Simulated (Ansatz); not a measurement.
The starting structures come from a database of crystals and need not be the phases stable at ambient conditions.

 Where the default PAW files enter, the runs use the earlier of Ansatz's two default sets.

Tunnelling through a barrier is set by its complex band structure: the current falls as exp(−2κd) with the smallest κ.

Input:

```xyz
8
Lattice="6.4404 0.0000 0.0000 -3.2202 5.6553 0.0000 3.2202 0.0000 5.6553" Properties=species:S:1:pos:R:3 pbc="T T T"
Tl     1.6101     0.0000     0.0000
Tl     4.8303     0.0000     0.0000
Ga     4.8303     2.8276     2.8276
Ga     1.6101     2.8276     2.8276
Se     6.4404     0.9755     2.8276
Se     0.0000     4.6797     2.8276
Se     3.2202     2.8276     4.6797
Se     3.2202     2.8276     0.9755
```

Space group of this cell: I4/mcm. The cell was relaxed by PBE-D3(BJ).

Transport runs along the normal of the first two printed cell vectors, the (110) plane of the conventional cell.

No gap correction and no spin-orbit coupling; mid-gap values are interpolated between computed energies.

Predict the band gap and the smallest decay constant κ at mid-gap from r2SCAN run with Ansatz (an electronic-structure program).

Gap 0.75 eV on a 6×6×6 mesh; κ = 0.158 1/Å, at (0.000, 0.500) of the in-plane reciprocal vectors. At the zone centre, at the nearest computed energy, the slowest state has κ = 0.22 1/Å.
